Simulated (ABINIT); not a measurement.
# Cost against accuracy: ecut for CO2 (Pa-3, 12 atoms in the cell)

Cell: a = 5.5834 Å, b = 5.5834 Å, c = 5.5834 Å, α = 90.00°, β = 90.00°, γ = 90.00°.

Level of theory: PBE, norm-conserving pseudopotentials (PseudoDojo nc-sr-05 PBE standard) (plane waves; ABINIT 10.0.3).

Base settings: pseudos = [C.upf, O.upf]; ecut = 84 Ry; occopt = 1; ngkpt = 3 3 3; nshiftk = 1; shiftk = 0 0 0; potentials = PseudoDojo nc-sr-05 PBE standard; nband = 35; kptopt = 1; nstep = 60.

Misses are taken against the tightest run, 148 Ry, which need not be fully converged itself. The energy is the free energy per atom.

The count of work is k-points × plane waves × bands × iterations; it is no time, and leaves out set-up, grids and terms that scale otherwise. Core times come from one kind of shared machine and are given to one figure; runs under 30 s give none.

The starting cell comes from a database of computed structures (which also holds hypothetical and non-ambient phases and stackings), without a prior relaxation at this level. Its lattice was rescaled by a random factor within 2.5 % of one. In the base run, with a pressure of about -4 GPa the cell is away from its equilibrium volume at this level. In the base run, forces exceed 1 eV/Å.

| ecut | energy less reference (meV/atom) | pressure less reference (GPa) | largest difference in the force on any atom (eV/Å) | count of work / reference | core time / reference (rough) |
|---|---|---|---|---|---|
| 34 Ry | 3579.28 | -95.07 | 2.692 | 0.090 | – |
| 42 Ry | 1397.16 | -54.02 | 0.004 | 0.17 | – |
| 50 Ry | 479.31 | -25.57 | 0.011 | 0.18 | – |
| 58 Ry | 135.35 | -9.83 | 0.076 | 0.25 | 0.2 |
| 68 Ry | 19.26 | -2.05 | 0.010 | 0.31 | 0.3 |
| 76 Ry | 3.10 | -0.41 | 0.003 | 0.37 | 0.3 |
| 84 Ry | 0.49 | -0.04 | 0.003 | 0.43 | 0.4 |
| 96 Ry | 0.23 | 0.00 | 0.001 | 0.52 | 0.5 |
| 110 Ry | 0.15 | 0.00 | 0.000 | 0.64 | 0.5 |
| 126 Ry | 0.11 | 0.00 | 0.001 | 0.79 | 0.7 |
| 148 Ry | 0.00 | 0.00 | 0.000 | 1.0 | 1 |

Coarsest setting among those run that, with all tighter ones, holds the energy within 10 meV/atom of the reference: 76 Ry, off by 3.1 meV/atom; it needs 0.37 of the reference's count of work and about 0.3 of the reference's time.

Coarsest setting among those run that, with all tighter ones, holds the energy within 1 meV/atom of the reference: 84 Ry, off by 0.49 meV/atom; it needs 0.43 of the reference's count of work and about 0.4 of the reference's time.

Smallest miss in the energy for at most 0.2 times the reference's count of work: 50 Ry, with a miss of 480 meV/atom at a count of 0.18.

The step from 68 Ry to 126 Ry: it takes the miss in the energy from 19 to 0.11 meV/atom, for 2.5 times the count of work and roughly 2 times the time.

Left out of this page: 1 run of the series outside the window shown, repeating another row's setting, or not comparable.
